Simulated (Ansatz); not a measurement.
## Several settings converged on a (001) slab of Te (cut from a parent of space group no. 152; 6 atoms in the cell)

```
CELL_PARAMETERS angstrom
      4.43770     0.00000     0.00000
     -2.21885     3.84316     0.00000
      0.00000     0.00000    23.83392
ATOMIC_POSITIONS crystal
  Te 0.00000 0.26300 0.37622
  Te 0.73700 0.73700 0.45874
  Te 0.26300 0.00000 0.29370
  Te 0.00000 0.26300 0.62378
  Te 0.73700 0.73700 0.70630
  Te 0.26300 0.00000 0.54126
```

Base method: LDA (PW92), default PAW files made with PBE (plane waves; Ansatz, a quantum-chemistry and plane-wave program).

Base settings: basis.ecutwfc = 420 eV; kpoints.mp_grid.grid = 5 5 1; hamiltonian.xc = lda; hamiltonian.pseudopotentials = {kind: paw} (the program's default PAW files); scf.occupations.method = fermi_dirac; scf.occupations.width = 0.02 eV.

The count of work is k-points × plane waves × bands × iterations; it is no time. Core times come from one kind of shared machine, to one figure; runs under 30 s give none.

**The vacuum**

The mesh stays at the base's, so the ladder's end is converged at best in this setting alone.

Only quantities that move along the ladder and can be compared are tabulated.

```tsv
vacuum between outermost atoms (Å)	free energy less the last step's (meV/atom)	largest difference of a force vector from the last step's (eV/Å)	count of work / last
3.0	-115.16	1.130	0.32
4.0	-28.00	0.255	0.40
5.0	-6.36	0.043	0.37
6.0	-1.35	0.008	0.40
7.0	-0.27	0.002	0.42
8.0	-0.05	0.001	0.44
10.0	0.00	0.001	0.50
12.0	0.00	0.000	0.55
14.0	0.00	0.000	0.60
17.0	0.01	0.000	0.67
20.0	0.01	0.000	0.75
25.0	0.01	0.001	0.87
30.0	0.00	0.000	1.0
```

Smallest vacuum between outermost atoms (Å) that holds the free energy within 5 meV/atom of the last step, with all finer ones: 6.0, at 0.40 of the last step's count of work; the step before is off by 6.4 meV/atom.

Smallest vacuum between outermost atoms (Å) that holds the forces within 0.01 eV/Å of the last step, with all finer ones: 6.0, at 0.40 of the last step's count of work; the step before is off by 0.043 eV/Å.

**The plane-wave cutoff**

The mesh stays at the base's, so the ladder's end is converged at best in this setting alone.

Only quantities that move along the ladder and can be compared are tabulated.

| basis.ecutwfc | free energy less the last step's (meV/atom) | largest difference of a force vector from the last step's (eV/Å) | count of work / last |
|---|---|---|---|
| 210 eV | 4762.70 | 0.400 | 0.14 |
| 250 eV | 790.06 | 0.032 | 0.18 |
| 295 eV | 71.80 | 0.008 | 0.21 |
| 355 eV | 3.27 | 0.001 | 0.27 |
| 420 eV | 1.67 | 0.001 | 0.35 |
| 505 eV | 0.42 | 0.000 | 0.46 |
| 630 eV | 0.14 | 0.000 | 0.64 |
| 840 eV | 0.00 | 0.000 | 1.0 |

Coarsest basis.ecutwfc that holds the forces within 0.01 eV/Å of the last step, with all finer ones: 295 eV, at 0.21 of the last step's count of work; the step before is off by 0.032 eV/Å.

Coarsest basis.ecutwfc that holds the free energy within 1 meV/atom of the last step, with all finer ones: 505 eV; the step before is off by 1.7 meV/atom.

**The depth of the relaxed slab**

On a (001) slab of Te (cut from a parent of space group no. 152; 3 atoms in the cell), and deeper slabs.

In this ladder: relax = atoms; relax.f_tol = 0.02 eV/Å.

Surface energy = (E_slab − N e_bulk)/2A, with e_bulk from the bulk crystal on its finest mesh (318 k-points); errors per atom of slab and bulk, whose meshes differ, grow with N.

The mesh stays at the base's, so the ladder's end is converged at best in this setting alone.

Only quantities that move along the ladder and can be compared are tabulated.

| atoms | surface energy (J/m²) | relaxation steps | core time / last (rough) |
|---|---|---|---|
| 3 | 0.349 | 6 | 0.05 |
| 9 | 0.480 | 12 | 0.8 |
| 12 | 0.499 | 8 | 1 |

Smallest size that holds the surface energy within 0.1 J/m² of the last step, with all finer ones: 9; the step before is off by 0.15 J/m².

On the base run: the starting cell has typed, rounded lattice constants, without a prior relaxation at this level. The slab is cut from that crystal, and its faces are unrelaxed. Its lattice was rescaled by up to half a per cent. Spin polarisation is off, though cut faces can carry moments; the slab shows no gap.

Keys are those of Ansatz 0.2.
